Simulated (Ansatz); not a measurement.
Base system: BN in the zinc blende structure (space group F-43m, No. 216).

```
BN
1.0
    0.00000     1.80285     1.80285
    1.80285     0.00000     1.80285
    1.80285     1.80285     0.00000
N B
1 1
Direct
  0.75000   0.75000   0.75000
  0.00000   0.00000   0.00000
```

All numbers come from Ansatz (a quantum-chemistry and plane-wave program) PBEsol, no spin-orbit coupling.

Before the change:

The band gap comes out as 4.30 eV and the hole mass comes out as 0.52 mₑ (at Γ).

It is then changed as follows: the cell is scaled by 0.9600 in all directions, atoms relaxed at fixed cell.

Problem. Estimate the effect on the band gap and hole mass.

Solution. The band gap goes up by 0.12 eV (4.30 eV → 4.42 eV); the hole mass (degenerate bands, along [100]) becomes 0.49, 0.49, 0.56 mₑ (at Γ) (base: 0.52 mₑ (at Γ)).

The cells carry an imposed strain or load. Effective masses come from finite differences of ±0.01 Å⁻¹. No phonon test of stability was made.
